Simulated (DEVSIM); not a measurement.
System: abrupt Ge p-n junction, at 250 K.

```
layer (left to right)  material  thickness (μm)  Nd (cm⁻³)  Na (cm⁻³)  τn (s)  τp (s)
---------------------  --------  --------------  ---------  ---------  ------  ------
1                            Ge            89.0          -     1.6e17  4.5e-6  4.5e-6
2                            Ge             170     1.5e15          -  4.5e-6  4.5e-6
```

Left contact: ohmic. Right contact: ohmic. Voltage is applied to the left contact. Recombination: SRH at mid-gap. Mobility is constant in doping.

The device is made up for the run: typed textbook-type constants, with dimensions and the other settings drawn at random. Values at 300 K; Nc and Nv go as T^1.5, mobilities as T to minus their exponent, the gap by Varshni's rule with the affinity fixed.

```tsv
parameter	Ge
gap (eV)	0.664
affinity (eV)	4
permittivity	16
Nc (cm⁻³)	1.04e19
Nv (cm⁻³)	6e18
μn (cm²/Vs)	3900
μp (cm²/Vs)	1900
T exponent of μn	1.66
T exponent of μp	2.33
Varshni α (eV/K)	0.000477
Varshni β (K)	235
```

Model (solved in DEVSIM): 1D drift-diffusion, Boltzmann statistics, complete ionisation; no tunnelling, impact ionisation, image-force lowering or self-heating.

Question: Tabulate band edges, carrier densities and field at 0.65 V on the left contact.

Answer: Energies count from the Fermi level of the right contact; mesh points crowd at the junctions.

```csv
x (μm),Ec (eV),Ev (eV),n (cm⁻³),p (cm⁻³),field (V/cm)
0.000,-0.039,-0.722,3900000,1.6e17,≈ 0
0.07213,-0.039,-0.722,5.6e13,1.6e17,≈ 0
0.3455,-0.039,-0.722,2.7e14,1.6e17,≈ 0
1.455,-0.039,-0.722,1.1e15,1.6e17,≈ 0
8.883,-0.036,-0.719,6.5e15,1.7e17,≈ 0
35.63,-0.028,-0.710,2.2e16,1.8e17,≈ 0
74.82,-0.017,-0.700,3.8e16,2.0e17,≈ 0
86.66,-0.014,-0.697,4.2e16,2.0e17,≈ 0
88.44,-0.013,-0.696,4.3e16,2.0e17,≈ 0
88.87,-0.013,-0.696,4.3e16,2.0e17,≈ 0
88.99,-0.015,-0.698,4.6e16,1.9e17,-1900
89.07,-0.030,-0.713,9.4e16,9.3e16,≈ 0
89.33,-0.030,-0.713,9.4e16,9.3e16,≈ 0
90.40,-0.030,-0.712,9.3e16,9.2e16,≈ 0
97.89,-0.027,-0.710,8.9e16,8.8e16,≈ 0
123.3,-0.018,-0.701,7.5e16,7.3e16,≈ 0
204.8,0.031,-0.652,3.2e16,3.1e16,≈ 0
244.9,0.092,-0.591,1.1e16,9.7e15,28
256.8,0.148,-0.535,3.8e15,2.3e15,97
258.5,0.171,-0.512,2.2e15,7.4e14,200
258.9,0.181,-0.502,1.7e15,2.0e14,300
259.0,0.185,-0.498,1.5e15,4.1e8,330
```
